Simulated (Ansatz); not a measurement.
## bcc Ca (high-temperature phase)

Computed with LDA (plane waves, PAW; Ansatz, an electronic-structure program).

Run with plane-wave cutoff 520 eV, 18×18×18 k mesh, Fermi–Dirac smearing 0.05 eV, scalar-relativistic PAW data made under PBE.

Cell (relaxed at this level):

```cif
data_Ca2
_chemical_formula_sum 'Ca2'
_space_group_name_H-M_alt 'Im-3m'
_space_group_IT_number 229
_space_group_name_Hall '-I 4 2 3'
_cell_length_a 4.21881
_cell_length_b 4.21881
_cell_length_c 4.21881
_cell_angle_alpha 90.000
_cell_angle_beta 90.000
_cell_angle_gamma 90.000
loop_
_atom_site_label
_atom_site_type_symbol
_atom_site_symmetry_multiplicity
_atom_site_Wyckoff_symbol
_atom_site_fract_x
_atom_site_fract_y
_atom_site_fract_z
_atom_site_occupancy
Ca1 Ca 2 a 0.00000 0.00000 0.00000 1
```
(The calculation used a cell of 1 atom; values per cell refer to that cell.)

```
Item                                               Result
------------------------------------------  -------------
bulk modulus                                     18.5 GPa
band gap                                    zero (no gap)
pressure derivative B′ of the bulk modulus            3.7
```

Note: symmetry holds this phase in the static calculation, where it need not be a minimum; the volume lies 11 % below that of the published cell.

The computed numbers hold no vibrational or temperature effects.
